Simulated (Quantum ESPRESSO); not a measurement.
Worked example: self-consistent single point of HfRu (Pm-3m, 2 atoms in the cell) in Quantum ESPRESSO.

Method of the run: LDA (PZ), GBRV 1.5 ultrasoft (LDA) pseudopotentials (plane waves; Quantum ESPRESSO 7.5).

```xyz
2
Lattice="3.1919 0.0000 0.0000 0.0000 3.1919 0.0000 0.0000 0.0000 3.1919" Properties=species:S:1:pos:R:3 pbc="T T T"
Hf     0.0000     0.0000     0.0000
Ru     1.5960     1.5960     1.5960
```

Reference input (self-consistent single point, DFT, LDA (PZ), plane waves, GBRV 1.5 ultrasoft (LDA) pseudopotentials): ecutwfc = 40 Ry; ecutrho = 320 Ry; occupations = smearing; smearing = fd; degauss = 0.0036749 Ry; potentials = {Hf: hf_lda_v1.uspp.F.UPF, Ru: ru_lda_v1.2.uspp.F.UPF}; K_POINTS = automatic 14 14 14 0 0 0; conv_thr = 1e-09 Ry; mixing_beta = 0.5. This run's input differs from it in these lines:

```diff
@@ -16,3 +16,3 @@
    smearing = 'fd',
-   degauss = 0.0036749,
+   degauss = 0.000146997,
 /
```

Output (repeated stretches shortened):

```
     Self-consistent Calculation

     iteration #  1     ecut=    40.00 Ry     beta= 0.50

     negative rho (up, down):  1.881E-01 0.000E+00

     total energy              =    -350.36392568 Ry
     estimated scf accuracy    <       7.56891035 Ry

     iteration #  2     ecut=    40.00 Ry     beta= 0.50

     negative rho (up, down):  1.846E-01 0.000E+00

     total energy              =    -352.09628659 Ry
     estimated scf accuracy    <       8.13342230 Ry

     iteration #  3     ecut=    40.00 Ry     beta= 0.50

     negative rho (up, down):  1.835E-01 0.000E+00

     total energy              =    -353.06575292 Ry
     estimated scf accuracy    <       0.15549932 Ry

   [... 13 blocks of this kind left out ...]

     iteration # 17     ecut=    40.00 Ry     beta= 0.50

     negative rho (up, down):  1.856E-01 0.000E+00

     total energy              =    -353.13322711 Ry
     estimated scf accuracy    <          1.4E-09 Ry

     iteration # 18     ecut=    40.00 Ry     beta= 0.50

     negative rho (up, down):  1.856E-01 0.000E+00
     End of self-consistent calculation

     Number of k-points >= 100: set verbosity='high' to print the bands.

     the Fermi energy is    20.0460 ev

!    total energy              =    -353.13322711 Ry
     estimated scf accuracy    <          3.0E-11 Ry
     smearing contrib. (-TS)   =      -0.00000029 Ry
     internal energy E=F+TS    =    -353.13322682 Ry

     convergence has been achieved in  18 iterations

     negative rho (up, down):  1.856E-01 0.000E+00

     Forces acting on atoms (cartesian axes, Ry/au):

     atom    1 type  1   force =     0.00000000    0.00000000    0.00000000
     atom    2 type  2   force =     0.00000000    0.00000000    0.00000000

     Total force =     0.000000     Total SCF correction =     0.000000

     negative rho (up, down):  1.856E-01 0.000E+00
          total   stress  (Ry/bohr**3)                   (kbar)     P=      -27.58
  -0.00018750   0.00000000   0.00000000          -27.58        0.00        0.00
   0.00000000  -0.00018750   0.00000000            0.00      -27.58        0.00
   0.00000000   0.00000000  -0.00018750            0.00        0.00      -27.58

   JOB DONE.
```

The run converged in 18 iterations. Against the reference run the free energy rises by 1.2 meV/atom and the pressure moves little (-2.83 to -2.76 GPa).

The starting cell comes from a database of computed structures (which also holds hypothetical and non-ambient phases and stackings), without a prior relaxation at this level. Its lattice was rescaled by a random factor within 2.5 % of one. Spin polarisation is off.

Cost on one core of a shared machine: roughly 30 s.
